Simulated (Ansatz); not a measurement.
System: CrN (R-3m, No. 166, 4 atoms in the cell; start mp-1232560). Method: r²SCAN in Ansatz (PAW).

Numerical settings: plane-wave cutoff 560 eV, 22×22×22 k mesh, Fermi–Dirac smearing 0.05 eV, spin-polarised start, scalar-relativistic PAW data made under PBE.

Cell (relaxed at this level):

Space group R-3m, hexagonal axes (No. 166); a = b = 2.9841 Å, c = 6.9361 Å, α = β = 90.00°, γ = 120.00°

| atom | site | symmetry | x | y | z |
|---|---|---|---|---|---|
| Cr | 3a | -3m | 0.0000 | 0.0000 | 0.0000 |
| N | 3b | -3m | 0.0000 | 0.0000 | 0.5000 |
(The calculation used a cell of 4 atoms; values per cell refer to that cell.)

Q: What does this level give for the band gap, direct gap at Γ and bulk modulus?

A: 
- band gap: 0.31 eV (on the SCF k mesh)
- direct gap at Γ: 1.13 eV
- bulk modulus: 270 GPa

Note: the magnetic order was assumed, not searched for or taken from measurement; the relaxation could not lower the start's symmetry, so the cell can be a saddle point above a distorted one; the bulk modulus is −V dP/dV from two relaxed cells at ±2 % in volume.

The computed numbers hold no vibrational or temperature effects.

A start named mp-… is a Materials Project structure, which need not be a measured phase.

Ansatz is a quantum-chemistry and plane-wave program.
